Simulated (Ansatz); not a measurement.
ScPt3N (model structure, started from the Ni3MgC type, Pm-3m, No. 221, 5 atoms in the cell) was calculated with PBE (PAW; Ansatz, a first-principles code).

The input as run:

Ansatz 0.2 input:
```yaml
crystal:
  lattice:
    - [4.2118798835, 0.0, 0.0]
    - [0.0, 4.2118798835, 0.0]
    - [0.0, 0.0, 4.2118798835]
  atoms:
    - { symbol: Sc, position: [0.0, 0.0, 0.0] }
    - { symbol: Pt, position: [0.0, 0.5, 0.5] }
    - { symbol: Pt, position: [0.5, 0.0, 0.5] }
    - { symbol: Pt, position: [0.5, 0.5, 0.0] }
    - { symbol: N, position: [0.5, 0.5, 0.5] }
basis:
  ecutwfc: 520
  ecutrho_ratio: 4
  xc_grid: 2
kpoints:
  mp_grid: { grid: [14, 14, 14] }
hamiltonian:
  xc: pbe
  dispersion: none
  pseudopotentials: { kind: paw }
scf:
  occupations: { method: fermi_dirac, width: 0.05 }
output:
  forces: true
  stress: true
  eigenvalues: true
relax:
  f_tol: 0.004
  escape_saddle: false
  max_steps: 80
```

The run printed, among other lines:

```
WARN output.stress: scf.convergence.dr2_threshold = 1e-7 eV (the SCF's general default) is looser than the 5e-10 eV advised for a printed stress (1e-10 eV for …
Relaxation: its limit of steps is 80 (relax.max_steps)
Crystal: 5 atoms, lattice volume = 74.718 Å³
Basis set: ecut = 520 eV, 2007 PW (Γ), exchange–correlation on 64×64×64 points (8 copies of the dense FFT grid, shifted against one another)
Bands: 42, of which v1, the nominal top of the filled ones, is band 35 counted from 1 (34 counted from 0)
Symmetry: 48 space group operations
Space group: Pm-3m (ITA 221), of the structure as read, at distance tolerance 4.2e-5 Å
k-points: 120 of 2744
Functional: x = pbe(κ = 0.804, μ = 0.2195149727645171), c = pbe(β = 0.06672455060314922)
SCF iter   1: F=—  HF=-40089.269387 eV  |F-HF|=—  |Δ(HF+E_count)|=         —  Δρ=8.96e-3  dr2=8.89e-2
SCF iter   2: F=—  HF=-40089.261226 eV  |F-HF|=—  |Δ(HF+E_count)|=   8.16e-3  Δρ=4.44e-3  dr2=3.01e-2
  ...
SCF iter   5: F=—  HF=-40089.256377 eV  |F-HF|=—  |Δ(HF+E_count)|=   9.32e-5  Δρ=3.20e-5  dr2=8.39e-7
SCF iter   6: F=-40089.256377 eV  HF=-40089.256377 eV  |F-HF|=1.03e-8  |Δ(HF+E_count)|=   1.95e-8  Δρ=8.00e-6  dr2=4.76e-8
SCF 1 converged in 6 iterations: F = -40089.256377 eV  dr2 = 4.76e-8
relax step   1: F+E_penalty+E_count = -40089.25637687 eV  Δ(F+E_penalty+E_count) = +0.000e0 eV  max|allowed force component| = 3.635e-28 eV/Å  Δτ_max = 0.0000 Å  (6 SCF iters, accepted)
SCF converged after 6 iterations
Free energy (F): -40089.256377 eV
Internal energy: -40089.237630 eV  (E = F + TS)
E sigma→0 (E₀):  -40089.247003 eV
Fermi energy:    18.682457 eV
--- Forces (eV/Å), atoms counted from 1 ---
  atom   1  Sc    -0.00000000     0.00000000    -0.00000000
  atom   2  Pt     0.00000000     0.00000000     0.00000000
  atom   3  Pt     0.00000000    -0.00000000    -0.00000000
  atom   4  Pt     0.00000000    -0.00000000     0.00000000
  atom   5  N     -0.00000000     0.00000000    -0.00000000
--- Stress (GPa, compression-positive) ---
        3.944737      -0.000000       0.000000
        0.000000       3.944737       0.000000
        0.000000       0.000000       3.944737
  P = ⅓ Tr σ = 3.9447 GPa (39.447 kbar)
```

The cell is one volume of an energy–volume scan, off the minimum.

Note: the relaxation could raise the start's symmetry but not lower it, so the cell can be a saddle point.

A model structure was made by putting elements into a prototype or built by hand; it is no filed structure, need not be a known phase, and can be a saddle point held by its symmetry.
